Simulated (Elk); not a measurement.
A self-consistent single point of LaOs₂ (Fd-3m, 6 atoms in the cell) with Elk.

Method: LDA (PW92), all-electron FP-LAPW, Elk's shipped species files, default APW+lo basis in Elk.

```xyz
6
Lattice="0.0000 3.7951 3.7951 3.7951 0.0000 3.7951 3.7951 3.7951 0.0000" Properties=species:S:1:pos:R:3 pbc="T T T"
La     5.6926     5.6926     5.6926
La     3.7951     3.7951     3.7951
Os     2.8463     0.9488     2.8463
Os     0.9488     0.9488     0.9488
Os     0.9488     2.8463     2.8463
Os     2.8463     2.8463     0.9488
```

Reference input (self-consistent single point, DFT, PBEsol, all-electron FP-LAPW, Elk's shipped species files, default APW+lo basis): xctype = 22; rgkmax = 7; stype = 3; swidth = 0.00499791 Ha; ngridk = 7 7 7; rmtscf = 0.85. This run's input differs from it in these lines:

```diff
@@ -4,3 +4,3 @@
 xctype
-  22
+  3
```

Output, abridged:

```
│ Self-consistent loop started │
│ Loop number : 1 │
 total energy                :     -86063.9637220
│ Loop number : 2 │
 total energy                :     -86065.9227666
RMS change in Kohn-Sham potential (target) :   0.1760608829     (  0.1000000000E-05)
Absolute change in total energy (target)   :    1.959044585     (  0.1000000000E-03)
│ Loop number : 3 │
 total energy                :     -86072.4536975
RMS change in Kohn-Sham potential (target) :   0.1435488863     (  0.1000000000E-05)
Absolute change in total energy (target)   :    7.020692091     (  0.1000000000E-03)
│ Loop number : 4 │
   [... lines left out ...]
Absolute change in total energy (target)   :   0.5457964871E-03 (  0.1000000000E-03)
│ Loop number : 16 │
 total energy                :     -86071.0645497
RMS change in Kohn-Sham potential (target) :   0.2906132432E-07 (  0.1000000000E-05)
Absolute change in total energy (target)   :   0.1546597487E-03 (  0.1000000000E-03)
│ Loop number : 17 │
 total energy                :     -86071.0645518
RMS change in Kohn-Sham potential (target) :   0.1551121014E-07 (  0.1000000000E-05)
Absolute change in total energy (target)   :   0.3656785702E-04 (  0.1000000000E-03)
Convergence targets achieved

│ Loop number : 18 │

Energies :
 Fermi                       :     0.508763574324
 total energy                :     -86071.0645542

Density of states at Fermi energy :    173.6979431
 (states/Hartree/unit cell)

Estimated indirect band gap :   0.2204979812E-02
 from k-point     11 to k-point      6
Estimated direct band gap   :   0.4201106945E-02
 at k-point      2

Charges :
 core                        :    276.0000000
 valence                     :    142.0000000
 interstitial                :    15.04021335
 muffin-tins (core leakage)
  species :    1 (La)
   atom    1                 :    53.63397179     (  0.2151890655E-02)
   atom    2                 :    53.63397179     (  0.2151890655E-02)
  species :    2 (Os)
   atom    1                 :    73.92296077     (  0.7903839503E-06)
   atom    2                 :    73.92296077     (  0.7903839503E-06)
   atom    3                 :    73.92296077     (  0.7903839503E-06)
   atom    4                 :    73.92296077     (  0.7903839503E-06)
 total in muffin-tins        :    402.9597866
 total calculated charge     :    417.9836364
 total charge                :    418.0000000
 error                       :   0.1636355594E-01

│ Self-consistent loop stopped │
```

The run converged in 18 iterations. The count includes the last loop, which Elk runs after its targets are met. 

The starting cell comes from a database of computed structures (which also holds hypothetical and non-ambient phases and stackings), without a prior relaxation at this level. Its lattice was rescaled by a random factor within 2.5 % of one. Spin-orbit coupling is off. Spin polarisation is off. Values depend on the basis (sphere radii, cutoffs, local orbitals), which need not be converged. The log's line on a gap gives a spacing of levels on this mesh, which the program prints for metals too.
